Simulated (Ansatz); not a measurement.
MgS, response to strain

The reference is MgS in the rock salt structure (space group Fm-3m, No. 225; a = 5.182 Å). Axes: x, y, z lie along the cube axes.

Strains are applied to the cell and any free atomic positions relax.

The values are results of Kohn–Sham DFT with the PBEsol functional, run in Ansatz (an electronic-structure program) with PAW and 420 eV plane waves, spin-orbit coupling left out, not measurements.

Notes on the quantities. energy relative to the base: free energy F.

| variant | band gap | energy relative to the base | smallest direct gap |
|---|---|---|---|
| base | 2.73 eV | 0 meV/atom | 3.69 eV |
| tensor shear ε_xy = +0.86 % | 2.63 eV | +0.9 meV/atom | 3.60 eV |
| tensor shear ε_xy = +0.29 % | 2.70 eV | +0.1 meV/atom | 3.66 eV |
| tensor shear ε_xy = +1.43 % | 2.56 eV | +2.4 meV/atom | 3.54 eV |
| tensor shear ε_xy = +2.00 % | 2.47 eV | +4.7 meV/atom | 3.47 eV |
| tensor shear ε_xy = +1.14 % | 2.60 eV | +1.5 meV/atom | 3.57 eV |
| tensor shear ε_xy = +1.71 % | 2.52 eV | +3.4 meV/atom | 3.51 eV |
| tensor shear ε_xy = +0.57 % | (withheld) | (withheld) | (withheld) |

Q: What belongs in the blanks?

A: 
- tensor shear ε_xy = +0.57 %, band gap: 2.67 eV
- tensor shear ε_xy = +0.57 %, energy relative to the base: +0.4 meV/atom
- tensor shear ε_xy = +0.57 %, smallest direct gap: 3.63 eV

Stability against distortions was not tested.
